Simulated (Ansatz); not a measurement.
The parent structure is HfS₂ in the CdI2 type structure (space group P-3m1, No. 164; a = 3.6057 Å, c = 5.7676 Å; layered, stacked along the Cartesian z axis). Axes: x lies along a and z along c of the hexagonal cell.

Computed with DFT with PBE-D3(BJ), PAW potentials and a 420 eV plane-wave cutoff in Ansatz (a first-principles code), without spin-orbit coupling.

For the base:

```
Quantity   Result
--------  -------
Band gap  0.85 eV
```

Now apply this change: biaxial strain −2.00 %, plane normal [001], relaxed out of plane (Cartesian); in-plane vectors clamped, the third vector and the atoms free.

Q: How does this affect the out-of-plane strain, band gap and in-plane stress?

A: The out-of-plane strain amounts to +0.69 %; the band gap drops by 0.13 eV to 0.72 eV; the mean in-plane stress (compression positive) comes out as +3.6 GPa.

With Hf present, leaving out spin-orbit coupling can change the band edges. No phonon test of stability was made.
